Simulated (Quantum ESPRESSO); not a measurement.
# Convergence study of the SCF threshold for Lu2SeO2 (P3m1, 5 atoms in the cell)

```xyz
5
Lattice="3.7272 0.0000 0.0000 -1.8636 3.2279 0.0000 0.0000 0.0000 6.6668" Properties=species:S:1:pos:R:3 pbc="T T T"
Lu     0.0000     2.1519     2.0047
Lu     1.8636     1.0760     4.7121
Se     0.0000     0.0000     0.0000
O      0.0000     2.1519     4.1674
O      1.8636     1.0760     2.4994
```

Method: PBEsol, PSlibrary PAW (PBE) pseudopotentials (plane waves; Quantum ESPRESSO).

Base settings: ecutwfc = 55 Ry; ecutrho = 440 Ry; occupations = smearing; smearing = fd; degauss = 0.00147 Ry; input_dft = pbesol; K_POINTS = automatic 3 3 2 0 0 0; conv_thr = 1e-11 Ry.

The mesh stays at the base's, so the ladder's end is converged at best in this setting alone.

Only quantities that move along the ladder and can be compared are tabulated; the gap is left out on so coarse a mesh.

The count of work is k-points × plane waves × bands × iterations; it is no time. 

The starting cell comes from a database of computed structures (which also holds hypothetical and non-ambient phases and stackings), without a prior relaxation at this level. Its lattice was rescaled by up to half a per cent. One atom was moved a little off its site on purpose. In the base run, with a pressure of about -5 GPa the cell is away from its equilibrium volume at this level.

Steps (conv_thr): 0.0073 Ry; 0.00073 Ry; 7.3e-05 Ry; 7.3e-06 Ry; 7.3e-07 Ry; 7.3e-08 Ry; 7.3e-09 Ry; 7.3e-10 Ry; 1e-11 Ry; 7.3e-12 Ry; 7.3e-14 Ry.

Task: What is the coarsest conv_thr that holds the forces within 0.01 eV/Å of the last step, with all finer ones?

Result: 7.3e-07 Ry; the step before is off by 0.032 eV/Å.

| conv_thr | largest difference of a force vector from the last step's (eV/Å) | count of work / last |
|---|---|---|
| 0.0073 Ry | 0.020 | 0.29 |
| 0.00073 Ry | 0.020 | 0.29 |
| 7.3e-05 Ry | 0.122 | 0.35 |
| 7.3e-06 Ry | 0.032 | 0.41 |
| 7.3e-07 Ry | 0.005 | 0.53 |
| 7.3e-08 Ry | 0.002 | 0.59 |
| 7.3e-09 Ry | 0.001 | 0.65 |
| 7.3e-10 Ry | 0.001 | 0.65 |
| 1e-11 Ry | 0.000 | 0.82 |
| 7.3e-12 Ry | 0.000 | 0.82 |
| 7.3e-14 Ry | 0.000 | 1.0 |
